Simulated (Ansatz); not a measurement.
Si (Fd-3m), Ansatz (an electronic-structure program) with HSE06, rigid bands: band gap 1.13 eV, N_c = 2.85e19 cm⁻³ and N_v = 3.38e19 cm⁻³ at 300 K, conductivity masses of 0.274 mₑ (electrons) and 0.324 mₑ (holes). Take k_BT = 0.02585 eV.

### Question
Find the intrinsic carrier density and the intrinsic Fermi level.

### Answer
n_i = √(N_c N_v) exp(−E_g/2k_BT) = 3.10e19 × exp(−21.86) = 1.0e10 cm⁻³. The level lies (k_BT/2) ln(N_v/N_c) = 2 meV from mid-gap (positive towards the conduction band). Each 0.1 eV added to the gap lowers n_i by a factor of 6.9.

### Question
What thermal injection velocity √(2k_BT/πm) limits a ballistic channel?

### Answer
1.03e7 cm/s for electrons and 9.45e6 cm/s for holes, a ratio of √(m_h/m_e) = 1.09, for dilute carriers.

### Question
A film of it is 2 nm thick. Estimate the confinement energies in an infinite well.

### Answer
ħ²π²/(2m t²) = 0.376 eV·nm²/(m/mₑ × t²) gives 343 meV for electrons and 290 meV for holes, so the gap would widen to about 1.76 eV. Finite barriers and nonparabolic bands lower this, and with several valleys or bands the heaviest mass along the normal sets the lowest level, not this average.

Rigid, parabolic bands with the computed gap; masses take one relaxation time for all states. Spin-orbit coupling is left out; where it splits the top of the valence band, N_v and the p-type Seebeck coefficient come out somewhat high without it. Geometry: cell and atoms relaxed with PBEsol.
